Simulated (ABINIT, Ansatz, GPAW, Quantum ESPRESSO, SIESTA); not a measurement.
**One structure in several programs: Ge (Fd-3m, 2 atoms in the cell)**

Self-consistent single point.

```
CELL_PARAMETERS angstrom
      0.00000     2.82012     2.82012
      2.82012     0.00000     2.82012
      2.82012     2.82012     0.00000
ATOMIC_POSITIONS crystal
  Ge 0.50000 0.50000 0.50000
  Ge 0.75000 0.75000 0.75000
```

Shared settings, as Ansatz (a quantum-chemistry and plane-wave program) writes them: kpoints.mp_grid.grid = 3 3 3; scf.occupations.method = fermi_dirac; scf.occupations.width = 0.1 eV. Potentials and cutoffs stand in the table.

| code | model | pressure (GPa) | cutoff |
|---|---|---|---|
| SIESTA | GGA PBE, numerical atomic orbitals DZP, PseudoDojo PBE standard norm-conserving potentials (rewritten from UPF to PSML) | 8.69 | grid 400 Ry |
| ABINIT | PBE, PAW (JTH v2.0 PBE PAW) | 5.98 | 571 eV |
| Quantum ESPRESSO | PBE, PSlibrary ultrasoft (PBE) pseudopotentials | 6.65 | 30 Ry |
| Ansatz | PBE, default PAW files | 6.52 | 420 eV |
| GPAW | PBE, GPAW PAW datasets PBE (gpaw-data 1.0.1) | 6.69 | 550 eV |

The spread over the programs that give each value: pressure within 2.71 GPa.

SIESTA uses small atom-centred bases, whose incompleteness enters pressures, forces and empty levels differently from a plane-wave cutoff. Ansatz's pressure is given at a fixed set of plane waves, as the other plane-wave codes print theirs; with its correction for the finite basis it is 6.55 GPa. In the pressure, SIESTA (by 2.11) lies more than 1 GPa from the median of the plane-wave programs.

On the base mesh (8 8 8) the same programs gave: Ansatz pressure 4.35 GPa; Quantum ESPRESSO pressure 4.70 GPa; ABINIT pressure 3.75 GPa; GPAW pressure 4.68 GPa; SIESTA pressure 6.01 GPa.

The values differ from the base mesh's, so the mesh still matters here: the table compares the programs at equal settings.

The starting cell comes from a database of computed structures (which also holds hypothetical and non-ambient phases and stackings), without a prior relaxation at this level. Its lattice was rescaled by a random factor within 2.5 % of one.

Left out of this page: CP2K (on another mesh); Elk (not drawn, or without a comparable value); FLEUR (with a known weakness of the program).

Keys are those of Ansatz 0.2.
